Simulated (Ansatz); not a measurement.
Input and output of a zone-centre phonon calculation for HfW2 (Fd-3m, 6 atoms in the cell) (Ansatz, a program for electronic structure).

Computed with LDA (PW92), default PAW files made with PBE (plane waves; Ansatz).

```
HfW2
1.0
    0.00000     3.79125     3.79125
    3.79125     0.00000     3.79125
    3.79125     3.79125     0.00000
Hf W
2 4
Direct
  0.00000   0.00000   0.00000
  0.25000   0.25000   0.25000
  0.62500   0.62500   0.62500
  0.12500   0.62500   0.62500
  0.62500   0.62500   0.12500
  0.62500   0.12500   0.62500
```

Reference input (self-consistent single point, DFT, PBEsol, plane waves, default PAW files made with PBE): basis.ecutwfc = 30.9 Ry; kpoints.mp_grid.grid = 6 6 6; hamiltonian.xc = pbesol; hamiltonian.pseudopotentials = {kind: paw} (the program's default PAW files); scf.occupations.method = fermi_dirac; scf.occupations.width = 0.0073 Ry. This run's input differs from it in these lines:

Ansatz 0.2 input:
```diff
@@ -18,3 +18,3 @@
 hamiltonian:
-  xc: pbesol
+  xc: lda
   pseudopotentials: { kind: paw }
@@ -22,6 +22,4 @@
   occupations: { method: fermi_dirac, width: 0.0073 Ry }
-output:
-  forces: true
-  eigenvalues: true
-  stress: true
+phonons:
+  method: dfpt
```

Output, abridged:

```
SCF iter   1: F=—  HF=-71473.943090 eV  |F-HF|=—  |Δ(HF+E_count)|=         —  Δρ=5.03e-3  dr2=2.30e-2  ethr=1.77e-3  ⟨swp⟩=4.6  Hψ=16500  notcnv=0
all-band conjugate gradients solve this SCF's bands
preconditioner: auto → Kerker (q_TF=auto, 2.724 Å⁻¹)
SCF iter   2: F=—  HF=-71473.939645 eV  |F-HF|=—  |Δ(HF+E_count)|=   3.44e-3  Δρ=3.04e-3  dr2=8.08e-3  ethr=2.13e-5  ⟨swp⟩=1.0  Hψ=5100  notcnv=0  defer=3
   [... lines left out ...]
SCF iter   7: F=—  HF=-71473.938161 eV  |F-HF|=—  |Δ(HF+E_count)|=   7.24e-8  Δρ=2.14e-6  dr2=6.08e-9  ethr=1.41e-10  ⟨swp⟩=2.0  Hψ=7808  notcnv=0  defer=3
SCF iter   8: F=—  HF=-71473.938161 eV  |F-HF|=—  |Δ(HF+E_count)|=   1.48e-9  Δρ=7.24e-7  dr2=5.41e-10  ethr=5.63e-12  ⟨swp⟩=2.0  Hψ=7905  notcnv=0  defer=3
SCF iter   9: F=—  HF=-71473.938161 eV  |F-HF|=—  |Δ(HF+E_count)|=  7.57e-10  Δρ=1.32e-7  dr2=1.64e-11  ethr=1.00e-12  ⟨swp⟩=2.0  Hψ=6703  notcnv=0  defer=3
SCF iter  10: F=-71473.938161 eV  HF=-71473.938161 eV  |F-HF|=1.46e-11  |Δ(HF+E_count)|=  2.91e-11  Δρ=3.47e-8  dr2=1.54e-12  ethr=1.00e-12  ⟨swp⟩=7.6  Hψ=21302  notcnv=0
SCF 1 converged in 10 iterations: F = -71473.938161 eV  dr2 = 1.54e-12
DFPT response loops at Γ: preconditioner auto → Kerker (q_TF=auto, 2.724 Å⁻¹) (partly filled bands, converged f_vac=0.000) …
Free energy (F): -71473.938161 eV
Internal energy: -71473.841935 eV  (E = F + TS)
E sigma→0 (E₀):  -71473.890048 eV
Entropy (-TS):   -0.096226 eV (-16.038 meV/atom)
Fermi energy:    20.442618 eV
--- Phonons (Γ-DFPT): 2 representative perturbations + reference, on 68 of 216 k-points (Σ response iterations 6) ---
  k mesh reduced under 2 symmetry operations, with k and −k counted as one. Each operation leaves every solved perturbation unchanged …
  ASR residual: 7.148e-4 → 0.000e0 eV/Å²; symmetrization residual: 1.720e-4 eV/Å²
  ASR residual per site (eV/Å²): 7.15e-4 7.15e-4 6.49e-4 6.49e-4 6.49e-4 6.49e-4
  Γ frequencies (cm⁻¹): 0.00 0.00 0.00 123.40 123.40 123.40 136.14 136.14 136.14 136.73 136.73 136.73 164.25 164.25 196.85 196.85 196.85 257.48
  non-analytic LO–TO correction: not included (Born effective charges unavailable; polar crystals: no LO–TO splitting at Γ)
```

The run converged in 10 iterations. 

Summary of the result:
Free energy E − TS (on the zero of these files): -71473.9382 eV
Fermi level (on the code's own zero): 20.44 eV
Zone-centre frequencies (cm⁻¹; negative means imaginary): 0, 0, 0, 123, 123, 123, 136, 136, 136, 137, 137, 137, 164, 164, 197, 197, 197, 257

The starting cell comes from a database of published, mostly measured structures (it also holds non-ambient and calculated ones), without a prior relaxation at this level. Spin polarisation is off.

Cost on one core of a shared machine: roughly 3 min.
